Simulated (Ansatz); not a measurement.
```cif
data_OTi2
_chemical_formula_sum 'Ti2 O1'
_space_group_name_H-M_alt 'P 1'
_space_group_IT_number 1
_cell_length_a 2.95332
_cell_length_b 2.95332
_cell_length_c 4.72248
_cell_angle_alpha 90.000
_cell_angle_beta 90.000
_cell_angle_gamma 120.000
loop_
_space_group_symop_operation_xyz
  'x, y, z'
loop_
_atom_site_label
_atom_site_type_symbol
_atom_site_fract_x
_atom_site_fract_y
_atom_site_fract_z
_atom_site_occupancy
Ti1 Ti 0.33333 0.66667 0.73737 1
Ti2 Ti 0.66667 0.33333 0.26263 1
O1 O 0.00000 0.00000 0.00000 1
```

Ti$_{2}$O (P-3m1), PBEsol, DFPT electron-phonon coupling, linearised Boltzmann equation (plane waves, PAW, scalar-relativistic; Ansatz, a quantum-chemistry and plane-wave program): the phonon-limited resistivity at 300 K is 33.5 μΩ·cm (x, the basal plane), 33.5 μΩ·cm (y, the basal plane), 14.2 μΩ·cm (z, c). Third figures are kept for the arithmetic.

Task: Bound the resistivity of a random, dense polycrystal without boundary scattering, and give the anisotropy.

Result: Largest over smallest: 2.4. Upper bound, grains in series: (33.5 + 33.5 + 14.2)/3 = 27 μΩ·cm. Lower bound, grains side by side: 3/Σ(1/ρ) = 23 μΩ·cm. The best single-crystal direction lies 38 % under the lower bound.

Task: The current-weighted mean free path is 6.78 nm along x and 7.68 nm along z. How does ρ₀ℓ differ between these directions?

Result: x: 33.5 × 6.78 = 23×10⁻¹⁶ Ω·m²; z: 14.2 × 7.68 = 10.9×10⁻¹⁶ Ω·m², a ratio of 2.1. The size effect in a wire also hangs on the velocities towards its walls, so the isotropic formulas don't carry over to this crystal.

A metal at this level (no band gap). Only scattering by harmonic phonons is included (no impurities, grain boundaries, electron-electron scattering or thermal expansion). Spin-orbit coupling is left out. Halving the electron mesh (32x32x20) moves the resistivity by up to 1 % at 300 K, the mean free path by up to 4 %. Smearing 0.20 eV; phonons on a 5x5x3 q mesh, which this run doesn't test.

Formula and space group known from diffraction (Crystallography Open Database), not checked to be the room-temperature form: Ti2O (P-3m1).
